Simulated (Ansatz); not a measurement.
Results of r²SCAN0 (plane waves, PAW; Ansatz, an electronic-structure program) for L1₂ (Cu3Au-type) Ni3Al.

Numerical settings: plane-wave cutoff 520 eV, 8×8×8 k mesh, Fermi–Dirac smearing 0.05 eV, spin-polarised with parallel moments, scalar-relativistic PAW data made under PBE.

The cell is scaled about its equilibrium volume:

| V (Å³/atom) | P (GPa) | moment (μB per cell of 4 atoms) |
|---|---|---|
| 10.370 | 10.79 | 1.14 |
| 10.643 | 5.18 | 1.18 |
| 10.950 | -0.63 | 1.19 |
| 11.189 | -4.45 | 1.20 |
| 11.462 | -8.21 | 1.20 |
